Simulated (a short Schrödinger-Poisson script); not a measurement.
From a short Schrödinger-Poisson script (our own, NumPy): one-band effective-mass equation with BenDaniel-Duke matching, electrons, heavy and light holes apart, hard walls at the outer ends, one valence edge for both holes (no strain splitting), no charge, excitons, band mixing or non-parabolicity; under a field the levels are quasi-bound states of a box, listed while three quarters of their weight lies within 4 nm of the wells.

Structure: coupled double CdTe/Cd0.8Zn0.2Te quantum well.

```csv
layer,material,thickness (nm)
1,Cd0.8Zn0.2Te,20
2,CdTe,5
3,Cd0.8Zn0.2Te,5
4,CdTe,3
5,Cd0.8Zn0.2Te,20
```

Constants are typed, rounded textbook-type inputs, not results; the design itself was drawn at random and stands for no fabricated device. CdTe: direct gap (eV) 1.5, conduction-band edge (eV) 0, electron mass (mₑ) 0.096, heavy-hole mass 0.6, light-hole mass 0.12. Cd0.8Zn0.2Te: direct gap (eV) 1.62, conduction-band edge (eV) 0.096, electron mass (mₑ) 0.1, heavy-hole mass 0.6, light-hole mass 0.13.

The valence-band edge of each layer lies one gap below its conduction-band edge. The electron's potential energy rises along the stack by the applied field. Mesh 0.03 nm at interfaces.

Gate and field steps stay those of the base.

One input was changed, with this effect: e2 − e1 23.9 → 30.3 meV; hh1 − lh1 6.6 → 6.0 meV; e1 above the well's band edge 42.5 → 40.3 meV; e1-hh1 transition at zero applied field 1.551 → 1.549 eV.

Problem. Which change was it?
A) conduction-band offset 0.096 → 0.072 eV
B) thickness of the middle barrier 5 → 3 nm
C) width of the first well 5 → 3.2 nm
D) electron mass in both wells 0.096 → 0.082 mₑ

Solution. B, thickness of the middle barrier 5 → 3 nm

Excitons are left out, and strain enters only through the typed gaps and offsets, so measured lines lie elsewhere.
